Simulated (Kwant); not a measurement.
System: quantum point contact (saddle potential) in a InAs two-dimensional gas. Effective mass 0.023 mₑ, grid spacing 15 nm, hard walls, nominal width 300 nm (19 grid rows, so walls 300 nm apart), one parabolic valley, scattering region 900 nm long along x; energies count from the band bottom; Fermi energy 0.00684 eV. Potential (V0 + ½k y²) cos²(πx/L) for |x| < L/2, with V0 swept from 0.007182 to 0 eV, k = 1.7e-06 eV/nm², L = 350 nm.

The device is made up for the run: typed textbook-type constants, with dimensions and the other settings drawn at random.

Model: effective-mass tight-binding model on a square grid, one spin, coherent transport at 0 K (Kwant). Conductance is in e²/h.

Sweep values stay those of the base run.

The magnetic field was swept, all else fixed.

```
magnetic field (T)  G (e²/h) at V0 = 3.643 meV
------------------  --------------------------
0                                         1.25
0.014                                     1.25
0.028                                     1.25
0.046                                     1.24
0.069                                     1.23
0.11                                      1.20
```

From the first row to the last the G at V0 = 3.643 meV goes from 1.25 to 1.20.
